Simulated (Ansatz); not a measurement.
Results of PBE (plane waves, PAW; Ansatz, a first-principles code) for CsCl-type NiAl.

Settings: plane-wave cutoff 500 eV, 20×20×20 k mesh, Fermi–Dirac smearing 0.1 eV, no spin polarisation, scalar-relativistic PAW data made under PBE.

Computed at the level's own relaxed cell.

Problem. Estimate the equilibrium volume per atom and lattice constant a that the calculation returns.

Solution. 
* **equilibrium volume per atom**: 12.11 Å³/atom
* **lattice constant a**: 2.893 Å

Measured, for comparison: equilibrium volume per atom 11.97 Å³/atom, lattice constant a 2.882 Å (extrapolated to 0 K, zero-point anharmonic expansion removed (Haas, Tran, Blaha 2009); as tabulated in Levämäki et al. (2014), arXiv:1402.3671). Computed (rounded) less measured: equilibrium volume per atom +1.2 %, lattice constant a +0.4 %.

Static lattice: no zero-point or thermal effects.

Computing time: roughly 25 core-seconds.
